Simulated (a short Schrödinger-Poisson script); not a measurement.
## Gated In0.52Al0.48As/In0.53Ga0.47As δ-doped gas in a quantum well

Structure: gated In0.52Al0.48As/In0.53Ga0.47As δ-doped gas in a quantum well, at 300 K.

| layer | material | thickness (nm) | Na (cm⁻³) |
|---|---|---|---|
| 1 | In0.52Al0.48As | 30 | - |
| 2 | In0.52Al0.48As | 3 | - |
| 3 | In0.53Ga0.47As | 20 | - |
| 4 | In0.52Al0.48As | 4000 | 5e14 |

The device is made up for the run: typed textbook-type constants, with dimensions and the other settings drawn at random. In0.52Al0.48As: permittivity 12.5, conduction-band edge (eV) 0.52, gap (eV) 1.45, electron mass (mₑ) 0.075, Nv at 300 K (cm⁻³) 1.1e19. In0.53Ga0.47As: permittivity 13.9, conduction-band edge (eV) 0, gap (eV) 0.74, Nv at 300 K (cm⁻³) 7.7e18.

Channel valleys (confinement mass, in-plane density-of-states mass, number): Γ 0.041, 0.041, 1. At the gate the conduction-band edge of layer 1 lies 0.65 eV − eVg above the Fermi level of the channel; the field vanishes at the back. Sheet of ionised δ-doping: +2.9e12 e/cm² at 30 nm from the gate. The barrier under the gate holds no holes. Gaps are held at their typed values at every temperature. Mesh 0.08 nm at interfaces.

Solved with a short Schrödinger-Poisson script written for these runs: 1D Poisson equation in equilibrium, electrons quantum, Hartree (BenDaniel-Duke, 40 states a valley, the channel's in-plane mass for all, wave functions free to enter the barrier), parabolic valleys, classical holes, full ionisation, no traps, pinning or gate leakage.

```csv
Vg (V),electrons (cm⁻²),in the channel layer,C (μF/cm²),Γ E0 (meV),Γ E1 (meV)
0.4,2.59e12,2.50e12,0.293,-110.8,-28.4
0.3,2.40e12,2.33e12,0.292,-103.5,-24.5
0.2,2.22e12,2.16e12,0.291,-96.2,-20.4
0.1,2.04e12,1.99e12,0.289,-88.7,-16.2
0,1.86e12,1.82e12,0.288,-81.2,-11.7
-0.1,1.68e12,1.65e12,0.286,-73.5,-7.0
-0.2,1.51e12,1.48e12,0.285,-65.6,-2.0
-0.3,1.33e12,1.30e12,0.282,-57.6,3.4
-0.4,1.15e12,1.13e12,0.280,-49.2,9.2
-0.5,9.80e11,9.65e11,0.277,-40.4,15.7
-0.6,8.08e11,7.98e11,0.272,-31.1,23.1
-0.7,6.40e11,6.33e11,0.267,-20.8,31.6
-0.8,4.77e11,4.72e11,0.259,-9.2,41.8
-0.9,3.19e11,3.16e11,0.246,4.9,55.0
-1,1.73e11,1.72e11,0.221,24.0,73.7
-1.1,5.45e10,5.41e10,0.153,56.6,106.3
-1.2,3.92e9,3.89e9,0.0300,125.8,175.6
-1.3,1.02e8,1.01e8,0.0102,220.2,270.0
```

Subbands count from the Fermi level.
